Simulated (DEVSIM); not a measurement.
Structure: GaP/Si n-p heterojunction, at 300 K.

| layer (left to right) | material | thickness (μm) | Nd (cm⁻³) | Na (cm⁻³) | τn (s) | τp (s) |
|---|---|---|---|---|---|---|
| 1 | GaP | 0.510 | 7e16 | - | 4.5e-7 | 4.5e-7 |
| 2 | Si | 0.120 | - | 1e15 | 4.5e-7 | 4.5e-7 |

Left contact: ohmic. Right contact: ohmic. Voltage is applied to the left contact. Recombination: SRH at mid-gap, radiative, Auger. Mobility is μmin + (μ − μmin)/(1 + (N/Nref)^α).

This is a model device: material constants are rounded textbook-type values typed into the input, and sizes, dopings and lifetimes were drawn at random. Values at 300 K.

| parameter | GaP | Si |
|---|---|---|
| gap (eV) | 2.26 | 1.124 |
| affinity (eV) | 3.8 | 4.05 |
| permittivity | 11.1 | 11.7 |
| Nc (cm⁻³) | 1.8e19 | 2.86e19 |
| Nv (cm⁻³) | 1.9e19 | 3.1e19 |
| μn (cm²/Vs) | 250 | 1417 |
| μp (cm²/Vs) | 150 | 470 |
| μn,min | 10 | 52 |
| μp,min | 10 | 45 |
| Nref,n | 4.4e18 | 9.7e16 |
| Nref,p | 1e18 | 2.2e17 |
| αn | 0.8 | 0.68 |
| αp | 0.85 | 0.72 |
| B (cm³/s) | 1e-13 | 4.7e-15 |
| Cn (cm⁶/s) | 1e-30 | 2.8e-31 |
| Cp (cm⁶/s) | 1e-30 | 9.9e-32 |

Model (solved in DEVSIM): 1D drift-diffusion, Boltzmann statistics, complete ionisation; no tunnelling, impact ionisation, image-force lowering or self-heating. Band offsets follow the typed affinities; no thermionic-emission limit at abrupt steps, no polarisation charge.

Base results: dark forward voltage at 100 A/cm² (V) 0.539; potential step across the device at zero bias (V) 0.963; dark forward voltage at 1 A/cm² (V) 0.366; largest field in the device at zero bias (V/cm) 71000.

Question: What follows from this one change: doping Nd of layer 1 7e+16 → 7e+15 cm^-3?

Answer: dark forward voltage at 100 A/cm² 0.539 → 0.725 V; potential step across the device at zero bias 0.963 → 0.904 V; dark forward voltage at 1 A/cm² 0.366 → 0.457 V; largest field in the device at zero bias 71000 → 34000 V/cm.

Question: What follows from this one change: doping Na of layer 2 1e+15 → 3e+15 cm^-3?

Answer: dark forward voltage at 100 A/cm² 0.539 → 0.572 V; potential step across the device at zero bias 0.963 → 0.992 V; dark forward voltage at 1 A/cm² 0.366 → 0.397 V; largest field in the device at zero bias little changed (73000 V/cm).
